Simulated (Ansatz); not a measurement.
The structure below was relaxed with DFT with PBE, PAW potentials and a 420 eV plane-wave cutoff in Ansatz (a quantum-chemistry and plane-wave program), scalar-relativistic without spin-orbit coupling, at pressure 2.1 GPa.

```xyz
2
Lattice="3.2291 0.0000 0.0000 -1.6146 2.7965 0.0000 0.0000 0.0000 3.1881" Properties=species:S:1:pos:R:3 pbc="T T T"
Mo     0.0000     0.0000     0.0000
P      0.0000     1.8643     1.5941
```

### Question
Find the space group and the Wyckoff positions.

### Answer
Space group P-6m2 (No. 187); a = 3.2291 Å, b = 3.2291 Å, c = 3.1881 Å, α = 90.00°, β = 90.00°, γ = 120.00°

| atom | site | symmetry | x | y | z |
|---|---|---|---|---|---|
| Mo | 1a | -6m2 | 0.0000 | 0.0000 | 0.0000 |
| P | 1d | -6m2 | 0.3333 | 0.6667 | 0.5000 |

### Question
Describe the coordination.

### Answer
The crystal has 2 atoms in its conventional cell. Cell: a = b = 3.229 Å, c = 3.188 Å, α = β = 90.00°, γ = 120.00°. Mo has 6 P at 2.453 Å and 8 Mo at 3.188–3.229 Å. P is surrounded by 6 Mo at 2.453 Å (trigonal prismatic). (Neighbours: up to the widest gap in distance over summed covalent radii, below 1.35, at either atom; cation-cation and far metal-metal contacts left out.)

Load acts through the strain it causes; cell and atoms are relaxed under it. Whether these cells are dynamically stable was not tested. All final runs are without spin polarisation. The cell was made from MoP (space group P-6m2, No. 187) by this change: pressure 2.1 GPa.
